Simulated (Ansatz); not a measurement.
The reference is SiGe in the wurtzite structure (space group P6_3mc, No. 186; a = 3.9004 Å, c = 6.4434 Å; a model cell, its experimental status unchecked).

It is then changed as follows: a hydrostatic pressure of 9 GPa.

Levels (all Ansatz, a program for electronic structure, PAW, earlier PAW set): PBEsol (420 eV, spin-orbit coupling left out); r2SCAN (500 eV, without spin-orbit coupling); HSE06 (420 eV, spin-orbit coupling left out); PBEsol+SOC (420 eV, spin-orbit coupling included).

One geometry, relaxed with PBEsol, under each level:

The valence-band top lists the three highest levels at Γ (Kramers pairs under SOC), from the VBM.

| level | band gap | lowest conduction level above the VBM at special points | valence-band top at Γ | hole mass | pressure |
|---|---|---|---|---|---|
| PBEsol | 0.18 eV | M 0.18 eV; L 0.61 eV; K 0.61 eV; Γ 0.67 eV | 0.00, 0.00, -0.41 eV | – | 9.02 GPa |
| r2SCAN | 0.50 eV | M 0.50 eV; L 0.94 eV; K 0.90 eV; Γ 1.09 eV | – | – | 9.80 GPa |
| HSE06 | 0.80 eV | M 0.80 eV; L 1.27 eV; K 1.22 eV; Γ 1.41 eV | – | – | – |
| PBEsol+SOC | 0.12 eV | M 0.12 eV; L 0.54 eV; K 0.54 eV; Γ 0.61 eV | 0.00, -0.12, -0.51 eV | 0.47 mₑ along c, 0.16 mₑ across (at Γ) | 9.00 GPa |

Single points use the geometry relaxed with PBEsol. Their cutoffs differ, which shifts pressures a little. HSE06 was sampled on its mesh, a few special points and the semilocal edge points, so its gap is an upper bound. The spin-orbit shifts are approximate. Load acts through the strain it causes; cell and atoms are relaxed under it. Masses are band curvatures over ±0.01 Å⁻¹ around the edge. Stability against distortions was not tested. No other phases were tried under pressure. A zero or small gap of SiGe under pressure 9 GPa can be the functional's error rather than a property of the material.
